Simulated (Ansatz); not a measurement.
The parent structure is WS2 (space group P6_3/mmc, No. 194; a = 3.154 Å, c = 12.141 Å; layered, stacked along the Cartesian z axis). Axes: x lies along a and z along c of the hexagonal cell.

The values are results of PBE-D3(BJ) (Ansatz, a program for electronic structure), spin-orbit coupling left out, not measurements.

The change: uniaxial strain ε_zz = −3.00 %, all other strain components held at zero, atoms relaxed at fixed cell.

Task: Predict the stress tensor and what it implies for the stiffness.

Result: Stress of the strained cell less that of the base (GPa, compression positive):
```
   0.43    0.00    0.00
   0.00    0.43    0.00
   0.00    0.00    2.59
```

Then −Δσ_ii/ε with ε = -0.0300 gives secant stiffness values (nonlinear terms included at this strain): C33 ≈ 86 GPa, C13 ≈ 14 GPa and C23 ≈ 14 GPa.

Whether these cells are dynamically stable was not tested.
